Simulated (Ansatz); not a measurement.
The starting structures come from a database of crystals and need not be the phases stable at ambient conditions.

Where the default PAW files enter, the runs use the earlier of Ansatz's two default sets.

# Evanescent states of BaHfO₃ (P4mm, not sure to be the ambient phase, 5 atoms a cell, 14.5 Å³ an atom) along the normal of (100)

The numbers are results of r2SCAN (plane waves, PAW; Ansatz, a quantum-chemistry and plane-wave program), not measurements.

No gap correction and no spin-orbit coupling; mid-gap is the computed energy nearest the middle.

Energies count from the valence-band top; κ is the least over a 8×8 mesh across the current.

```
E (eV)  κ (1/Å)  where
------  -------  -----
0.10      0.121      Γ
0.30      0.163      Γ
0.50      0.193      Γ
0.70      0.216      Γ
0.90      0.235      Γ
1.10      0.251      Γ
1.30      0.264      Γ
1.50      0.276      Γ
1.70      0.286      Γ
1.90      0.294      Γ
2.10      0.302      Γ
2.30      0.308      Γ
2.50      0.313      Γ
2.70      0.319      Γ
2.90      0.307      Γ
3.10      0.288      Γ
3.30      0.266      Γ
3.50      0.239      Γ
3.70      0.206      Γ
3.90      0.163      Γ
4.10      0.099      Γ
```

Problem. How thick must the barrier be to attenuate the transmission by 10^4 when the electrodes' Fermi level lies at 0.30 eV, and what attenuation does that film give at 4.10 eV?

Solution. d = 4 ln 10 / (2 × 0.163) = 28.3 Å. At 4.10 eV it gives 4 × 0.099/0.163 = 2.4 decades.
